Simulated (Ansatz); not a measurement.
Base system: LaN in the CsCl type structure (space group Pm-3m, No. 221; a hypothetical phase, not in the database extracts checked; relaxed with 0.1 eV smearing).

```
CELL_PARAMETERS angstrom
      3.12405     0.00000     0.00000
      0.00000     3.12405     0.00000
      0.00000     0.00000     3.12405
ATOMIC_POSITIONS crystal
  La 0.00000 0.00000 0.00000
  N  0.50000 0.50000 0.50000
```

Cartesian axes are those of the cell as printed.

Calculations: PBEsol (Ansatz, a program for electronic structure, PAW, no spin-orbit coupling).

Strains are applied to the cell and any free atomic positions relax; under stress the whole cell relaxes.

One change was made to it. Results:

The energy rises by 8.4 meV/atom; the volume per atom shrinks by 0.28 Å³, from 15.24 Å³ to 14.96 Å³.

### Question
Which change produced these results?
A. strain tensor (xx, yy, zz, yz, xz, xy) = (−1.68, −0.89, −0.36, −0.20, +0.41, −0.20) %
B. uniaxial strain ε_zz = +5.76 %
C. isotropic strain +4.37 %
D. uniaxial strain ε_yy = +1.75 %
E. uniaxial stress, 8 GPa compression along z

### Answer
E, uniaxial stress, 8 GPa compression along z. For comparison, the energy relative to the base in the other runs: isotropic strain +4.37 % gives +98 meV/atom; strain tensor (xx, yy, zz, yz, xz, xy) = (−1.68, −0.89, −0.36, −0.20, +0.41, −0.20) % gives +7.0 meV/atom; uniaxial strain ε_zz = +5.76 % gives +52 meV/atom; uniaxial strain ε_yy = +1.75 % gives +5.1 meV/atom.

Beyond what the load breaks, stability against distortions was not tested. The final runs are not spin-polarised.
